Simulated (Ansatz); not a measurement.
# How a calculation on InGaCuAgSe4 (I-4, 8 atoms in the cell) responds to its settings

```
CELL_PARAMETERS angstrom
     -2.91863     2.91863     5.66664
      2.91863    -2.91863     5.66664
      2.91863     2.91863    -5.66664
ATOMIC_POSITIONS crystal
  In 0.50000 0.50000 0.00000
  Ga 0.75000 0.25000 0.50000
  Cu 0.00000 0.00000 0.00000
  Ag 0.25000 0.75000 0.50000
  Se 0.65441 0.62618 0.52969
  Se 0.37382 0.90351 0.02823
  Se 0.09649 0.12472 0.47031
  Se 0.87528 0.34559 0.97177
```

Base run A: LDA (PW92), PAW files made with PBE (Ansatz, a program for electronic structure), self-consistent single point.

Its settings: kpoints.mp_grid.grid = 5 5 5; hamiltonian.xc = lda; hamiltonian.pseudopotentials = {kind: paw} (the program's default PAW files); scf.occupations.method = methfessel_paxton; scf.occupations.width = 0.1 eV.

The starting cell comes from a database of computed structures (which also holds hypothetical and non-ambient phases and stackings), without a prior relaxation at this level. Its lattice was rescaled by a random factor within 2.5 % of one. Spin polarisation is off. Ansatz's pressure includes its estimate of the finite-basis (Pulay) stress. A gap is left out here, as mesh or smearing make it unsure.

A dash stands where there is no value to compare (another energy zero or no entropy term, no result, no spin, no clean gap, or a mesh too coarse for one). 

Run A gave: pressure (GPa) -1.91; largest force (eV/Å) 0.230.

Runs:
- B: hamiltonian.hubbard.sites: default → [{species: Cu, l: d, u_eff: 1.0}] eV; hamiltonian.hubbard.projectors: default → ortho-atomic [LDA (PW92)+U]
- C: hamiltonian.hubbard.sites: default → [{species: Cu, l: d, u_eff: 2.0}] eV; hamiltonian.hubbard.projectors: default → ortho-atomic [LDA (PW92)+U]
- D: hamiltonian.hubbard.sites: default → [{species: Cu, l: d, u_eff: 3.0}] eV; hamiltonian.hubbard.projectors: default → ortho-atomic [LDA (PW92)+U]
- E: hamiltonian.hubbard.sites: default → [{species: Cu, l: d, u_eff: 4.0}] eV; hamiltonian.hubbard.projectors: default → ortho-atomic [LDA (PW92)+U]
- F: hamiltonian.hubbard.sites: default → [{species: Cu, l: d, u_eff: 5.0}] eV; hamiltonian.hubbard.projectors: default → ortho-atomic [LDA (PW92)+U]
- G: hamiltonian.hubbard.sites: default → [{species: Cu, l: d, u_eff: 6.0}] eV; hamiltonian.hubbard.projectors: default → ortho-atomic [LDA (PW92)+U]
- H: hamiltonian.hubbard.sites: default → [{species: Cu, l: d, u_eff: 7.0}] eV; hamiltonian.hubbard.projectors: default → ortho-atomic [LDA (PW92)+U]
- I: hamiltonian.hubbard.sites: default → [{species: Cu, l: d, u_eff: 8.0}] eV; hamiltonian.hubbard.projectors: default → ortho-atomic [LDA (PW92)+U]

Task: What does run H change against A?

Result: The pressure goes from -1.91 to -1.73 GPa and the largest force goes from 0.230 to 0.157 eV/Å.

Task: What does run E change against A?

Result: The pressure moves little (-1.91 to -1.84 GPa) and the largest force goes from 0.230 to 0.141 eV/Å.

| run | pressure (GPa) | largest force (eV/Å) | Hubbard energy (eV/atom) |
|---|---|---|---|
| A | -1.91 | 0.230 | – |
| B | -1.91 | 0.198 | 0.010 |
| C | -1.89 | 0.170 | 0.018 |
| D | -1.87 | 0.151 | 0.024 |
| E | -1.84 | 0.141 | 0.029 |
| F | -1.81 | 0.140 | 0.034 |
| G | -1.77 | 0.146 | 0.037 |
| H | -1.73 | 0.157 | 0.040 |
| I | -1.69 | 0.172 | 0.042 |

Keys are those of Ansatz 0.2.
